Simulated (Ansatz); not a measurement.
Formation energies of neutral defects against the elements (graphite for carbon, diatomic gases, S8), in metastable 2H silicon carbide (eV), each at one geometry relaxed with PBE and evaluated in Ansatz (a program for electronic structure) with PBE, r2SCAN. Set-up: 96-site cell; 2×2×2 shifted k-points; no spin–orbit coupling; no Hubbard U; corrections pass 1 eV, so highly charged states may be off by several tenths; flagged in the runs: for some of the defects a host whose relaxation on this sampling wasn't shown to rest, a strain field that reaches the edge of the cell, host ions not shown at rest.

| defect | x: PBE (eV) | y: r2SCAN (eV) |
|---|---|---|
| O on the C site | 0.14 | 0.30 |
| Cr on the Si site | 2.53 | 2.33 |
| Sc on the Si site | 2.59 | 2.41 |
| Sn on the Si site | 2.95 | 2.75 |
| Nb on the Si site | 3.25 | 3.07 |
| Fe on the Si site | 3.41 | 3.83 |
| Si on the C site | 3.96 | 4.14 |
| Si vacancy | 7.64 | 7.60 |
| W on the Si site | 4.42 | ? |

Task: Fit a straight line to the 8 complete rows and predict the last.

Result: Means: x = 3.309, y = 3.304; Sxx = 30.490, Sxy = 30.337. Slope 30.337 / 30.490 = 0.99, intercept 3.304 − 0.99 × 3.309 = 0.03 eV; the rows scatter by 0.25 eV about the line, and R² = 0.99. Prediction: 0.03 + 0.99 × 4.42 = 4.41 eV. The calculation gave 4.32 eV, 0.09 eV below the line, within its scatter.
